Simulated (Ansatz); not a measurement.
Antifluorite K₂Te, treated with PBE0-D3(BJ) (Ansatz, a program for electronic structure, PAW).

Settings: plane-wave cutoff 460 eV, 6×6×6 k mesh, Fermi–Dirac smearing 0.01 eV, scalar-relativistic PAW data made under PBE.

Computed at the level's own relaxed cell.

### Question
What does this level give for the bulk modulus, lattice parameter a and equilibrium volume per atom?

### Answer

- bulk modulus: 16.0 GPa
- lattice parameter a: 8.021 Å
- equilibrium volume per atom: 43.01 Å³/atom

Note: the relaxation could not lower the start's symmetry, so the cell can be a saddle point above a distorted one.

Spin–orbit coupling is not included.

Static lattice: no zero-point or thermal effects.
